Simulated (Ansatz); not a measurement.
The starting structures come from a database of crystals and need not be the phases stable at ambient conditions.

 Where the default PAW files enter, the runs use the earlier of Ansatz's two default sets.

Tunnelling through a barrier is set by its complex band structure: the current falls as exp(−2κd) with the smallest κ.

```xyz
6
Lattice="4.4327 0.0000 0.0000 0.0000 10.8631 0.0000 1.4776 -5.4315 3.1359" Properties=species:S:1:pos:R:3 pbc="T T T"
Se     2.0519     3.3243     2.7649
Se     3.8585     2.1072     0.3710
Se     5.0070     0.7323     2.0104
Se     0.9033     4.6992     1.1255
Se     2.0519     6.8064     1.4965
Se     3.8585    -1.3749     1.6394
```

Space group of this cell: R-3. The cell was relaxed by PBE-D3(BJ); by r2SCAN its mean pressure is 0.9 GPa.

Transport runs along the normal of the first two printed cell vectors, the (100) plane of the conventional cell.

The gap is the functional's own. No spin-orbit coupling. Mid-gap values are interpolated on the energy grid.

Estimate the band gap and the smallest decay constant κ at mid-gap that r2SCAN run with Ansatz (a quantum-chemistry and plane-wave program) returns for this system.

Gap 1.27 eV on a 10×10×10 mesh; κ = 0.112 1/Å, at (0.125, 0.500) of the in-plane reciprocal vectors. At the zone centre, at the nearest computed energy, the slowest state has κ = 0.14 1/Å.
